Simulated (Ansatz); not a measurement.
# A short convergence ladder for RbAsF6 (R3, 8 atoms in the cell)

```
CELL_PARAMETERS angstrom
      3.70631     2.13984     2.46845
     -3.70631     2.13984     2.46845
      0.00000    -4.27968     2.46845
ATOMIC_POSITIONS crystal
  Rb 0.50675 0.50675 0.50675
  As 0.00000 0.00000 0.00000
  F  0.07742 0.71201 0.79961
  F  0.92258 0.28799 0.20039
  F  0.79961 0.07742 0.71201
  F  0.20039 0.92258 0.28799
  F  0.71201 0.79961 0.07742
  F  0.28799 0.20039 0.92258
```

Base method: PBEsol, default PAW files made with PBE (plane waves; Ansatz, a quantum-chemistry and plane-wave program).

Base settings: basis.ecutwfc = 420 eV; kpoints.mp_grid.grid = 5 5 5; hamiltonian.xc = pbesol; hamiltonian.pseudopotentials = {kind: paw} (the program's default PAW files); scf.occupations.method = fermi_dirac; scf.occupations.width = 0.05 eV.

**The width of Fermi-Dirac smearing**

The mesh stays at the base's, so the ladder's end is converged at best in this setting alone.

Only quantities that move along the ladder and can be compared are tabulated.

```tsv
scf.occupations.width	free energy less the last step's (meV/atom)	pressure (GPa)	largest difference of a force vector from the last step's (eV/Å)	gap on the mesh (eV)
1 eV	-46.06	5.83	0.685	5.808
0.5 eV	-0.73	2.57	0.023	5.725
0.2 eV	0.00	2.46	0.000	5.722
0.1 eV	0.00	2.46	0.000	5.722
0.02 eV	0.00	2.46	0.000	5.722
```

Widest scf.occupations.width that holds the free energy within 0.5 meV/atom of the last step, with all finer ones: 0.2 eV; the step before is off by 0.73 meV/atom.

Widest scf.occupations.width that holds the forces within 0.01 eV/Å of the last step, with all finer ones: 0.2 eV; the step before is off by 0.023 eV/Å.

Widest scf.occupations.width that holds the gap on the mesh within 0.01 eV of the last step, with all finer ones: 0.5 eV; the step before is off by 0.086 eV.

On the base run: the starting cell comes from a database of computed structures (which also holds hypothetical and non-ambient phases and stackings), without a prior relaxation at this level. Its lattice was rescaled by up to half a per cent. One atom was moved a little off its site on purpose. Ansatz's pressure includes its estimate of the finite-basis (Pulay) stress.

Keys are those of Ansatz 0.2.
